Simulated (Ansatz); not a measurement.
# Relaxation of the atoms of Ta3Ru (Cmmm, 4 atoms in the cell) at several settings

```yaml
crystal:
  lattice:
    - [1.66909, -2.34231, 0.00000]
    - [1.66909, 2.34231, 0.00000]
    - [0.00000, 0.00000, 8.81420]
  atoms:
    - { symbol: Ta, position: [0.50000, 0.50000, 0.76388] }
    - { symbol: Ta, position: [0.50000, 0.50000, 0.23612] }
    - { symbol: Ta, position: [0.00000, 0.00000, 0.50000] }
    - { symbol: Ru, position: [0.00000, 0.00000, 0.00000] }
```

Base: PBEsol, default PAW files made with PBE (Ansatz, a quantum-chemistry and plane-wave program). Its settings: kpoints.mp_grid.grid = 12 12 4; hamiltonian.xc = pbesol; hamiltonian.pseudopotentials = {kind: paw} (the program's default PAW files); scf.occupations.method = gaussian; scf.occupations.width = 0.05 eV. Starting volume 17.23 Å³ per atom.

Each line gives the change from the base single point and the result:

- atoms moved at random; scf.convergence.dr2_threshold: default (1e-07 eV) → 0.001 eV; relax: default → atoms; relax.f_tol: default → 0.03 eV/Å: pressure -8.14 GPa; largest force (vector length) 0.010 eV/Å; relaxation steps 3; free energy against the base single point -0.1 meV/atom.
- relax: default → atoms: pressure -8.15 GPa; largest force (vector length) 0.002 eV/Å; relaxation steps 3; free energy against the base single point -0.1 meV/atom.
- atoms moved at random; relax: default → atoms; relax.f_tol: default → 0.03 eV/Å: pressure -8.14 GPa; largest force (vector length) 0.011 eV/Å; relaxation steps 3; free energy against the base single point -0.1 meV/atom.

The starting cell comes from a database of computed structures (which also holds hypothetical and non-ambient phases and stackings), without a prior relaxation at this level. Spin polarisation is off. Ansatz's pressure includes its estimate of the finite-basis (Pulay) stress.

Keys are those of Ansatz 0.2.
